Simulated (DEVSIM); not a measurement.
System: Ge p-i-n diode, at 400 K.

```
layer (left to right)  material  thickness (μm)  Nd (cm⁻³)  Na (cm⁻³)  τn (s)  τp (s)
---------------------  --------  --------------  ---------  ---------  ------  ------
1                            Ge            1.50          -     1.1e17  6.5e-6  6.5e-6
2                            Ge           0.310       2e12          -  6.5e-6  6.5e-6
3                            Ge            2.80     3.5e17          -  6.5e-6  6.5e-6
```

Left contact: ohmic. Right contact: ohmic. Voltage is applied to the left contact. Recombination: SRH at mid-gap, radiative, Auger. Mobility is μmin + (μ − μmin)/(1 + (N/Nref)^α).

This is a model device: material constants are rounded textbook-type values typed into the input, and sizes, dopings and lifetimes were drawn at random. Values at 300 K; Nc and Nv go as T^1.5, mobilities as T to minus their exponent, the gap by Varshni's rule with the affinity fixed.

```tsv
parameter	Ge
gap (eV)	0.664
affinity (eV)	4
permittivity	16
Nc (cm⁻³)	1.04e19
Nv (cm⁻³)	6e18
μn (cm²/Vs)	3900
μp (cm²/Vs)	1900
μn,min	150
μp,min	100
Nref,n	2.6e17
Nref,p	4e17
αn	0.56
αp	0.6
T exponent of μn	1.66
T exponent of μp	2.33
B (cm³/s)	6.4e-14
Cn (cm⁶/s)	1e-31
Cp (cm⁶/s)	1e-31
Varshni α (eV/K)	0.000477
Varshni β (K)	235
```

Simulated with DEVSIM: 1D drift-diffusion, Boltzmann statistics, complete ionisation; no tunnelling, impact ionisation, image-force lowering or self-heating.

Base results: dark forward voltage at 100 A/cm² (V) 0.156; potential step across the device at zero bias (V) 0.340.

**Question.** What follows from this one change: doping Nd of layer 3 3.5e+17 → 1e+16 cm^-3?

**Answer.** dark forward voltage at 100 A/cm² 0.156 → 0.117 V; potential step across the device at zero bias 0.340 → 0.218 V.

**Question.** What follows from this one change: constant mobility in place of the doping-dependent one?

**Answer.** dark forward voltage at 100 A/cm² 0.156 → 0.141 V; potential step across the device at zero bias little changed (0.340 V).
